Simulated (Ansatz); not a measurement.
Levels about the gap of amorphous Si$_{24}$O$_{53}$Ta$_{2}$ (79 atoms in a cell of 1180 Å³, 2.65 g/cm³; zone centre alone, so wide bands show as single levels with stretches between that a denser mesh fills), at the geometry that PBE relaxed, where it gives -0.7 GPa on a denser mesh. Exact exchange is cut at the faces of this small cell, which leaves a finite-size error. The participation number counts the atoms over which a state spreads; weights are charges in smoothed Voronoi cells. The levels come from a single point, so bond lengths are those of that geometry. Method of the levels: HSE06, scalar-relativistic without spin-orbit coupling (Ansatz, a first-principles code). Sampling: the zone centre alone; Fermi-Dirac width 0.02 eV; no spin polarisation. At PBE the levels at both edges of the gap are localised (band-tail or defect states), and the nearest spread-out levels lie 5.2 eV apart at the zone centre.

The cell was made by melting and quenching with the CHGNet potential and then relaxed with DFT. O atoms were pushed apart under 1.9 Å during the dynamics, to hinder bonds among them. The hot cell started wider than the set density and was brought back towards it in steps. It is the lowest in DFT energy of 2 quenches. It is a model cell: composition and starting density were chosen by hand, and all elements were melted together. No dispersion term was used. Its density started from a set value of 2.65 and ended at 2.65 g/cm³. Cooling (nominally 400 K/ps over its main leg) ran many orders faster than in experiment, which tends to leave more defects and strain. One small periodic cell is one sample of the glass; other quenches scatter about these values. The volume was held where the preparation left it and the shape relaxed, at a PBE pressure of -0.7 GPa (tension). Stress components on the final sampling reach 0.7 GPa.

```json
[
 {"E - E(highest filled), eV": "-0.34", "filling": "filled", "participation number": "28.0", "largest on": "O, 2 neighbours", "weight O": "0.96", "weight Ta": "0.01", "weight Si": "0.03"},
 {"E - E(highest filled), eV": "-0.32", "filling": "filled", "participation number": "25.1", "largest on": "O, 2 neighbours", "weight O": "0.97", "weight Ta": "0.00", "weight Si": "0.03"},
 {"E - E(highest filled), eV": "-0.27", "filling": "filled", "participation number": "19.3", "largest on": "O, 2 neighbours", "weight O": "0.96", "weight Ta": "0.01", "weight Si": "0.03"},
 {"E - E(highest filled), eV": "-0.17", "filling": "filled", "participation number": "7.3", "largest on": "O, 2 neighbours", "weight O": "0.96", "weight Ta": "0.02", "weight Si": "0.02"},
 {"E - E(highest filled), eV": "-0.13", "filling": "filled", "participation number": "11.0", "largest on": "O, 2 neighbours", "weight O": "0.97", "weight Ta": "0.00", "weight Si": "0.03"},
 {"E - E(highest filled), eV": "-0.12", "filling": "filled", "participation number": "11.3", "largest on": "O, 2 neighbours", "weight O": "0.96", "weight Ta": "0.01", "weight Si": "0.03"},
 {"E - E(highest filled), eV": "0.00", "filling": "filled", "participation number": "6.6", "largest on": "O, 2 neighbours", "weight O": "0.95", "weight Ta": "0.02", "weight Si": "0.02"},
 {"E - E(highest filled), eV": "5.87", "filling": "empty", "participation number": "3.0", "largest on": "Ta, 5 neighbours", "weight O": "0.35", "weight Ta": "0.58", "weight Si": "0.07"},
 {"E - E(highest filled), eV": "6.15", "filling": "empty", "participation number": "2.6", "largest on": "Ta, 5 neighbours", "weight O": "0.35", "weight Ta": "0.61", "weight Si": "0.04"},
 {"E - E(highest filled), eV": "6.40", "filling": "empty", "participation number": "2.9", "largest on": "Ta, 5 neighbours", "weight O": "0.36", "weight Ta": "0.59", "weight Si": "0.04"},
 {"E - E(highest filled), eV": "6.67", "filling": "empty", "participation number": "8.3", "largest on": "Ta, 5 neighbours", "weight O": "0.52", "weight Ta": "0.35", "weight Si": "0.13"},
 {"E - E(highest filled), eV": "6.73", "filling": "empty", "participation number": "10.0", "largest on": "Ta, 5 neighbours", "weight O": "0.53", "weight Ta": "0.34", "weight Si": "0.14"},
 {"E - E(highest filled), eV": "6.94", "filling": "empty", "participation number": "4.7", "largest on": "Ta, 5 neighbours", "weight O": "0.40", "weight Ta": "0.54", "weight Si": "0.06"},
 {"E - E(highest filled), eV": "7.23", "filling": "empty", "participation number": "5.2", "largest on": "Ta, 5 neighbours", "weight O": "0.40", "weight Ta": "0.54", "weight Si": "0.06"}
]
```

Most localised among these is the empty level at +6.15 eV, on a Ta atom, which has 5 neighbours (O 1.84 Å, O 1.91 Å, O 1.91 Å, O 2.02 Å, O 2.02 Å).
